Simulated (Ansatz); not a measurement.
The starting structures come from a database of crystals and need not be the phases stable at ambient conditions.

 Where the default PAW files enter, the runs use the earlier of Ansatz's two default sets.

# Evanescent states of VCu3Se4 (P-43m, not sure to be the ambient phase, 8 atoms a cell, 21.7 Å³ an atom) along the normal of (001)

These are r2SCAN (plane waves, PAW; Ansatz, a first-principles code) values and carry that method's errors.

The gap is the functional's own, uncorrected, and κ follows it; spin-orbit coupling is left out. Mid-gap values are interpolated between the computed energies.

Energies count from the valence-band top; κ is the least over a 6×6 mesh across the current.

```tsv
E (eV)	κ (1/Å)	where
0.04	0.063	off Γ
0.10	0.107	off Γ
0.17	0.135	off Γ
0.24	…	off Γ
0.32	…	off Γ
0.39	…	off Γ
0.46	…	off Γ
0.53	…	off Γ
0.59	…	off Γ
0.67	…	off Γ
0.73	…	off Γ
0.81	0.228	off Γ
0.88	0.188	off Γ
0.94	0.126	off Γ
```

Q: Some entries are withheld; supply them.

A: 
- 0.24, κ (1/Å): 0.157
- 0.32, κ (1/Å): 0.175
- 0.39, κ (1/Å): 0.190
- 0.46, κ (1/Å): 0.203
- 0.53, κ (1/Å): 0.215
- 0.59, κ (1/Å): 0.225
- 0.67, κ (1/Å): 0.234
- 0.73, κ (1/Å): 0.242
